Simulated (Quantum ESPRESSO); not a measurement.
Troubleshooting Quantum ESPRESSO: a failed run on Zr₂Sn (Pmmn, 12 atoms in the cell). The aim is a self-consistent single point with DFT, PBEsol, plane waves, GBRV 1.5 ultrasoft (PBESOL) pseudopotentials.

Cell that was meant: a = 5.3455 Å, b = 9.6885 Å, c = 5.3449 Å, α = 90.00°, β = 90.00°, γ = 90.00°.

Part of the input:

```fortran
 calculation = 'scf'
 prefix = 'run'
 outdir = './out'
 pseudo_dir = './pseudo'
 tprnfor = .true.
 tstress = .true.
/
```

Log, with long lists cut:

```
 %%%%%%%%%%%%%%%%%%%%%%%%%%%%%%%%%%%%%%%%%%%%%%%%%%%%%%%%%%%%%%%%%%%%%%%%%%%%%%
     Error in routine readpp (1):
     file ./pseudo/zr_pbesol_v1.uspp.F.UPF not found
 %%%%%%%%%%%%%%%%%%%%%%%%%%%%%%%%%%%%%%%%%%%%%%%%%%%%%%%%%%%%%%%%%%%%%%%%%%%%%%

     stopping ...
```

### Question
From the messages shown, name the fault and mend the input.

### Answer
The fault is a wrong folder for the potentials. The files are not in the folder that the input names. To fix it, correct the folder. The program stopped before any SCF iteration.

The sound input it was made from differs as follows (other fixes are possible):
```diff
- pseudo_dir = './pseudo'
+ pseudo_dir = './'
```

With that input, the run converged in 16 iterations: free energy E − TS -19441.6264 eV; Fermi level (on the code's own zero) 13.67 eV; pressure -4.30 GPa; largest force (vector length) 0.197 eV/Å (DFT, PBEsol, plane waves, GBRV 1.5 ultrasoft (PBESOL) pseudopotentials).

On the sound input: the starting cell comes from a database of computed structures (which also holds hypothetical and non-ambient phases and stackings), without a prior relaxation at this level. With a pressure of about -4 GPa the cell is away from its equilibrium volume at this level.
